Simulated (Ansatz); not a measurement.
System: InGaAs2 (R3m, No. 160, 4 atoms in the cell; start mp-1223791). Method: r²SCAN in Ansatz (PAW).

Run with plane-wave cutoff 560 eV, 16×16×16 k mesh, Fermi–Dirac smearing 0.05 eV, scalar-relativistic PAW data made under PBE.

Cell (relaxed with PBEsol):

```cif
data_As2GaIn
_chemical_formula_sum 'In1 Ga1 As2'
_space_group_name_H-M_alt 'P 1'
_space_group_IT_number 1
_cell_length_a 7.21712
_cell_length_b 7.21712
_cell_length_c 7.21712
_cell_angle_alpha 33.438
_cell_angle_beta 33.438
_cell_angle_gamma 33.438
loop_
_space_group_symop_operation_xyz
  'x, y, z'
loop_
_atom_site_label
_atom_site_type_symbol
_atom_site_fract_x
_atom_site_fract_y
_atom_site_fract_z
_atom_site_occupancy
In1 In 0.62432 0.62432 0.62432 1
Ga1 Ga 0.12501 0.12501 0.12501 1
As1 As 0.00528 0.00528 0.00528 1
As2 As 0.49537 0.49537 0.49537 1
```

Q: Estimate the band gap that the calculation returns.

A: 
band gap: 0.15 eV (under three smearing widths, so not firm)

Note: cell and atoms aren't relaxed at this level (largest force component 0.04 eV/Å, pressure 0.5 GPa).

Spin–orbit coupling is not included.

Static lattice: no zero-point or thermal effects.

The result took around 6 core-minutes (rough).

A start named mp-… is a Materials Project structure, which need not be a measured phase.

Ansatz is an electronic-structure program.
